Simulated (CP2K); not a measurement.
Worked example: self-consistent single point of AlNi (Pm-3m, 2 atoms in the cell) in CP2K.

Level of theory: LDA (Pade form), GPW, DZVP-MOLOPT-SR-GTH basis, GTH-PADE potentials (GTH_POTENTIALS) in CP2K 2026.2.

```yaml
crystal:
  lattice:
    - [2.82139, 0.00000, 0.00000]
    - [0.00000, 2.82139, 0.00000]
    - [0.00000, 0.00000, 2.82139]
  atoms:
    - { symbol: Al, position: [0.50000, 0.50000, 0.50000] }
    - { symbol: Ni, position: [0.00000, 0.00000, 0.00000] }
```

Reference input (self-consistent single point, DFT PBE, GPW, DZVP-MOLOPT-SR-GTH basis, GTH-PBE potentials (GTH_POTENTIALS)): CUTOFF = 600 Ry; REL_CUTOFF = 50 Ry; SMEAR/METHOD = GAUSSIAN; SIGMA = 0.272 eV; KPOINTS/SCHEME = MONKHORST-PACK 9 9 9; XC_FUNCTIONAL = PBE; Al/BASIS_SET = DZVP-MOLOPT-SR-GTH-q3; Al/POTENTIAL = GTH-PBE-q3; Ni/BASIS_SET = DZVP-MOLOPT-SR-GTH-q18; Ni/POTENTIAL = GTH-PBE-q18; METHOD = GPW; EPS_DEFAULT = 1e-11. This run's input differs from it in these lines:

```diff
@@ -42,3 +42,3 @@
     &XC
-      &XC_FUNCTIONAL PBE
+      &XC_FUNCTIONAL PADE
       &END XC_FUNCTIONAL
@@ -74,3 +74,3 @@
       BASIS_SET DZVP-MOLOPT-SR-GTH-q3
-      POTENTIAL GTH-PBE-q3
+      POTENTIAL GTH-PADE-q3
     &END KIND
@@ -78,3 +78,3 @@
       BASIS_SET DZVP-MOLOPT-SR-GTH-q18
-      POTENTIAL GTH-PBE-q18
+      POTENTIAL GTH-PADE-q18
     &END KIND
```

Output, abridged:

```
 SCF WAVEFUNCTION OPTIMIZATION

  Step     Update method      Time    Convergence         Total energy    Change
     1 NoMix/Diag. 0.20E+00      -     1.62574668      -172.0032541587 -1.72E+02
     2 Broy./Diag. 0.20E+00      -     0.16051847      -168.2206128810  3.78E+00
     3 Broy./Diag. 0.20E+00      -     0.02784201      -172.2741691008 -4.05E+00
     4 Broy./Diag. 0.20E+00      -     0.03709200      -171.4258253885  8.48E-01
     5 Broy./Diag. 0.20E+00      -     0.00372199      -171.4934503150 -6.76E-02
     6 Broy./Diag. 0.20E+00      -     0.00145218      -171.3751235163  1.18E-01
   [... 2 lines left out ...]
     9 Broy./Diag. 0.20E+00      -     0.00003529      -171.3800950150 -5.99E-04
    10 Broy./Diag. 0.20E+00      -     0.00000137      -171.3799128425  1.82E-04
    11 Broy./Diag. 0.20E+00      -     0.00000133      -171.3799460300 -3.32E-05
    12 Broy./Diag. 0.20E+00      -     0.00000003      -171.3799447575  1.27E-06
  *** SCF run converged in    12 steps ***

  Overlap energy of the core charge distribution:               0.00000000000005
  Self energy of the core charge distribution:               -266.78107450615340
  Core Hamiltonian energy:                                     74.50114482895843
  Hartree energy:                                              38.49494137286017
  Exchange-correlation energy:                                -17.59382588462996
  Smearing free energy correction:                             -0.00113056858650
  Fermi energy:                                                 0.42280588210914

  Total energy:                                              -171.37994475753626
  Total energy (extrapolated to sigma->0):                   -171.37937947324301

                     Mulliken Population Analysis

   [... lines left out ...]

 STRESS| Analytical stress tensor [bar]
 STRESS|                        x                   y                   z
 STRESS|      x        3.20954260180E+03   4.58112493078E-04   4.58120919934E-04
 STRESS|      y        4.58112493078E-04   3.20954260222E+03   4.58110819448E-04
 STRESS|      z        4.58120919934E-04   4.58110819448E-04   3.20954260205E+03
 STRESS| 1/3 Trace                                             3.20954260202E+03
```

The run converged in 12 iterations. Against the reference run the pressure goes from 14.11 to 0.32 GPa.

The starting cell comes from a database of computed structures (which also holds hypothetical and non-ambient phases and stackings), without a prior relaxation at this level. Its lattice was rescaled by a random factor within 2.5 % of one. Spin polarisation is off. Values carry the incompleteness of an atom-centred basis.

Cost on one core of a shared machine: roughly 2 min.
